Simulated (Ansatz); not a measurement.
The starting structures come from a database of crystals and need not be the phases stable at ambient conditions.

The decay constant κ of evanescent states in the gap governs leakage through a thin film.

Data:

```
CELL_PARAMETERS angstrom
      4.57164     0.00000     0.00000
      0.00000     6.47924     0.00000
      0.00000     0.00000     9.14136
ATOMIC_POSITIONS crystal
  Te 0.25000 0.75003 0.12525
  Te 0.75000 0.24997 0.87475
  Te 0.75000 0.25003 0.37475
  Te 0.25000 0.74997 0.62525
  Pb 0.25000 0.25001 0.12464
  Pb 0.75000 0.74999 0.87536
  Pb 0.75000 0.75001 0.37536
  Pb 0.25000 0.24999 0.62464
```

Space group of this cell: Pmmn. The cell was relaxed by PBE-D3(BJ); by r2SCAN its mean pressure is 1.4 GPa.

Transport runs along the normal of the first two printed cell vectors.

The gap is the functional's own, uncorrected, and κ follows it; spin-orbit coupling is left out. Mid-gap values are interpolated between the computed energies.

**Question.** Predict the band gap and the smallest decay constant κ at mid-gap from Ansatz (a quantum-chemistry and plane-wave program) with r2SCAN.

**Answer.** Gap 1.02 eV on a 8×6×4 mesh; κ = 0.074 1/Å, at (0.500, 0.500) of the in-plane reciprocal vectors. At the zone centre, at the nearest computed energy, the slowest state has κ = 0.14 1/Å.
